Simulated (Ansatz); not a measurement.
## A computed series for SiO2: pressure series

Consider SiO₂ in the rutile structure (space group P4_2/mnm, No. 136; a = 4.236 Å, c = 2.690 Å).

Cell and atoms are relaxed at each pressure.

Computed with PBE in Ansatz (plane waves to 420 eV, PAW, no spin-orbit coupling).

Candidates:
(a) pressure 2.1 GPa
(b) pressure −2 GPa
(c) pressure 22.5 GPa

Before the change:

```
Item       Result
--------  -------
Band gap  5.04 eV
```

Q: Order them by band gap, highest first.

A: (c) pressure 22.5 GPa (6.16 eV), (a) pressure 2.1 GPa (5.15 eV), (b) pressure −2 GPa (4.93 eV)

Load acts through the strain it causes; cell and atoms are relaxed under it. No phonon test of stability was made. Competing high-pressure phases were not computed.

Ansatz is a quantum-chemistry and plane-wave program.
